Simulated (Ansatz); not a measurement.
Reference: CsPbCl₃ (Pm-3m), PBEsol with spin-orbit coupling, rigid bands (plane waves, PAW; Ansatz, a quantum-chemistry and plane-wave program); axes and stresses refer to this cell.

```
CsPbCl3
1.0
    5.61822     0.00000     0.00000
    0.00000     5.61822     0.00000
    0.00000     0.00000     5.61822
Cs Pb Cl
1 1 3
Direct
  0.00000   0.00000   0.00000
  0.50000   0.50000   0.50000
  0.00000   0.50000   0.50000
  0.50000   0.00000   0.50000
  0.50000   0.50000   0.00000
```

Seebeck coefficient, p-type 1e19 cm⁻³: 89 μV/K
electron conductivity mass: 0.164 mₑ
Seebeck coefficient, n-type 1e19 cm⁻³: -97 μV/K

```tsv
Change	Seebeck coefficient, p-type 1e19 cm⁻³	electron conductivity mass	Seebeck coefficient, n-type 1e19 cm⁻³
biaxial stress xx = yy = -1 GPa (compression positive)	98 μV/K	___	-105 μV/K
biaxial stress xx = yy = -2 GPa (compression positive)	110 μV/K	0.20 mₑ	-114 μV/K
biaxial stress xx = yy = 1 GPa (compression positive)	80 μV/K	0.147 mₑ	___
uniaxial stress along [111] of 2 GPa (compression positive)	___	___	-94 μV/K
```

Question: Complete the blanks.

Answer: 
- biaxial stress xx = yy = -1 GPa (compression positive), electron conductivity mass: 0.183 mₑ
- biaxial stress xx = yy = 1 GPa (compression positive), Seebeck coefficient, n-type 1e19 cm⁻³: -90 μV/K
- uniaxial stress along [111] of 2 GPa (compression positive), Seebeck coefficient, p-type 1e19 cm⁻³: 84 μV/K
- uniaxial stress along [111] of 2 GPa (compression positive), electron conductivity mass: 0.156 mₑ

Masses are for dilute carriers at 300 K, harmonic means over directions unless an axis is named. Seebeck coefficients are for the stated density at 300 K, with one relaxation time for all states and whether or not that doping can be reached. Stresses and pressures are the targets of the relaxation.  The structure type is held under load, also where the real crystal would transform.

CsPbCl3 (Pm-3m): a high-temperature phase held by its symmetry.
